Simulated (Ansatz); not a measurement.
The parent structure is ZnS in the zinc blende structure (space group F-43m, No. 216; a = 5.2968 Å). Axes: x, y, z lie along the cube axes.

Method: LDA in Ansatz (plane waves to 420 eV, PAW, without spin-orbit coupling).

For the base:

- Valley order = Γ 2.13 eV; X along ⟨100⟩ 3.05 eV; L along ⟨111⟩ 3.20 eV

One thing is altered: biaxial strain +0.42 %, plane normal [111], relaxed out of plane (Cartesian); in-plane vectors clamped, the third vector and the atoms free.

**Question.** Estimate the effect on the in-plane stress.

**Answer.** The mean in-plane stress (compression positive) is -0.7 GPa.

**Question.** What happens to the valley order?

**Answer.** The valley order (the lowest conduction-band minima on the path, energy above the VBM, named in the base's zone) becomes Γ 2.07 eV; X along [001] 3.04 eV; L along [111] 3.11 eV; L along [1-1-1] 3.19 eV (base: Γ 2.13 eV; X along ⟨100⟩ 3.05 eV; L along ⟨111⟩ 3.20 eV).

The levels and masses belong to the bands next to the band gap. Stability against distortions was not tested.

Ansatz is a program for electronic structure.
